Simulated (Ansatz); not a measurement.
System: 1T (CdI2-type) MnI₂. Method: r²SCAN in Ansatz (PAW).

Settings: plane-wave cutoff 560 eV, 12×12×6 k mesh (along the axes of the cell as run), Fermi–Dirac smearing 0.01 eV, spin-polarised with parallel moments, scalar-relativistic PAW data made under PBE.

Cell (measured lattice):

```yaml
crystal:
  lattice:
    - [4.16000, 0.00000, 0.00000]
    - [-2.08000, 3.60267, 0.00000]
    - [0.00000, 0.00000, 6.82000]
  atoms:
    - { symbol: Mn, position: [0.00000, 0.00000, 0.00000], spin: 4.0 }
    - { symbol: I, position: [0.33333, 0.66667, 0.23420] }
    - { symbol: I, position: [0.66667, 0.33333, 0.76580] }
```

Task: Give the computed band gap, smallest direct gap on the k points sampled and direct gap at Γ.

Result: 
band gap: 2.07 eV
smallest direct gap on the k points sampled: 2.18 eV
direct gap at Γ: 2.52 eV

Note: the magnetic order was assumed, not searched for or taken from measurement; cell and atoms aren't relaxed at this level (largest force component 0.29 eV/Å, pressure 1.2 GPa).

Spins in the cell block are starting values.

Spin–orbit coupling is not included; with these elements it can move the gap by several tenths of an eV or more.

Static lattice: no zero-point or thermal effects.

Cost on a shared machine: very roughly 4 core-minutes.

Ansatz is a first-principles code.
